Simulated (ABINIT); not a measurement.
Worked example: self-consistent single point of TaCr2 (Fd-3m, 6 atoms in the cell) in ABINIT.

Method: LDA (PW92), PAW (JTH v2.0 LDA PAW) (plane waves; ABINIT 10.0.3).

The change in words: lattice scaled by 0.98. Reference geometry:
```
TaCr2
1.0
    0.00000     3.44896     3.44896
    3.44896     0.00000     3.44896
    3.44896     3.44896     0.00000
Ta Cr
2 4
Direct
  0.75000   0.75000   0.75000
  0.50000   0.50000   0.50000
  0.12500   0.12500   0.62500
  0.12500   0.62500   0.12500
  0.12500   0.12500   0.12500
  0.62500   0.12500   0.12500
```

Reference input (self-consistent single point, DFT, LDA (PW92), plane waves, PAW (JTH v2.0 LDA PAW)): pseudos = [Ta.LDA_PW-JTH.xml, Cr.LDA_PW-JTH.xml]; ecut = 30 Ha; pawecutdg = 60 Ha; pawxcdev = 0; occopt = 7; tsmear = 0.1 eV; ngkpt = 8 8 8; nshiftk = 1; shiftk = 0 0 0; potentials = JTH v2.0 LDA PAW; nband = 52; kptopt = 1. This run's input differs from it in these lines:

```diff
@@ -5,5 +5,5 @@
 rprim
-        -0.0000000000    6.5175803662    6.5175803662
-         6.5175803662   -0.0000000000    6.5175803662
-         6.5175803662    6.5175803662   -0.0000000000
+         0.0000000000    6.3872289478    6.3872289478
+         6.3872289478    0.0000000000    6.3872289478
+         6.3872289478    6.3872289478   -0.0000000000
 natom 6
```

Output, abridged:

```
--- !BeginCycle
solver: {iscf: 17, nstep: 50, nline: 4, wfoptalg: 10, }
tolerances: {tolvrs: 1.00E-10, }
...

     iter   Etot(hartree)      deltaE(h)  residm     nres2
 ETOT  1  -445.37040639251    -4.454E+02 1.849E+01 7.945E+01
 ETOT  2  -468.76112549507    -2.339E+01 2.403E-01 1.976E+02
 ETOT  3  -468.79402930008    -3.290E-02 7.813E-02 9.058E+01
 ETOT  4  -468.80264718102    -8.618E-03 2.154E-02 9.570E+01
 ETOT  5  -468.95131839353    -1.487E-01 1.886E-02 1.995E+02
   [... 12 lines left out ...]
 ETOT 18  -468.61172069958    -5.684E-12 1.086E-04 1.737E-07
 ETOT 19  -468.61172069958     2.785E-12 2.651E-04 6.135E-09
 ETOT 20  -468.61172069959    -8.868E-12 7.385E-05 1.038E-09
 ETOT 21  -468.61172069960    -8.299E-12 1.563E-04 5.607E-11
 At SCF step   21       nres2   =  5.61E-11 < tolvrs=  1.00E-10 =>converged.

 Cartesian components of stress tensor (hartree/bohr^3)
  sigma(1 1)= -2.08878217E-04  sigma(3 2)=  0.00000000E+00
  sigma(2 2)= -2.08878217E-04  sigma(3 1)=  0.00000000E+00
  sigma(3 3)= -2.08878217E-04  sigma(2 1)=  0.00000000E+00

 ----iterations are completed or convergence reached----

 reduced coordinates (array xred) for    6 atoms
       0.750000000000      0.750000000000      0.750000000000
       0.500000000000      0.500000000000      0.500000000000
       0.125000000000      0.125000000000      0.625000000000
       0.125000000000      0.625000000000      0.125000000000
       0.125000000000      0.125000000000      0.125000000000
       0.625000000000      0.125000000000      0.125000000000
 cartesian forces (eV/Angstrom) at end:
   [... lines left out ...]
 Fermi (or HOMO) energy (hartree) =   0.26239   Average Vxc (hartree)=  -0.49590
 Fermi (or HOMO) energy (eV) =   7.14001   Average Vxc (eV)= -13.49406
   [... lines left out ...]
'-kT*entropy'       : -9.56316422332231E-04
total_energy        : -4.68611720317369E+02
total_energy_eV     : -1.27515734028509E+04
...

-Cartesian components of stress tensor (GPa)         [Pressure=  6.1454E+00 GPa]
- sigma(1 1)= -6.14540829E+00  sigma(3 2)=  0.00000000E+00
- sigma(2 2)= -6.14540829E+00  sigma(3 1)=  0.00000000E+00
- sigma(3 3)= -6.14540829E+00  sigma(2 1)=  0.00000000E+00

 Calculation completed.
```

The run converged in 21 iterations. Against the reference run the free energy goes down by 10.0 meV/atom and the pressure goes from -9.75 to 6.15 GPa.

The starting cell comes from a database of computed structures (which also holds hypothetical and non-ambient phases and stackings), without a prior relaxation at this level. For this run, on top of that: lattice scaled by 0.98. Spin polarisation is off. With a pressure of about 6 GPa the cell is away from its equilibrium volume at this level.

Cost on one core of a shared machine: roughly 6 min.
